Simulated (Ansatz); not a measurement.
**CdS: response to strain**

Base system: CdS in the zinc blende structure (space group F-43m, No. 216; a = 5.757 Å). Axes: x, y, z lie along the cube axes.

Strains are applied to the cell and any free atomic positions relax; under biaxial strain the out-of-plane vector relaxes too.

Calculations: Ansatz (a program for electronic structure), LDA, PAW, cutoff 420 eV, no spin-orbit coupling.

```tsv
biaxial strain, plane normal [001], relaxed out of plane (%)	out-of-plane strain (%)
-3	4.36
-2.5	?
-2	2.93
-1.5	2.21
-1	1.48
-0.5	0.74
0	0.00
```

Problem. Fit ε⊥ = −νε + γε² (strains in %) to the rows shown and predict the withheld row.

Solution. Least squares on the printed values gives ν = 1.49 (the biaxial Poisson response) and γ = -0.013 (largest residual 0.00 %); this predicts 3.65 %, and the run gives 3.65 %, in agreement.

No phonon test of stability was made.
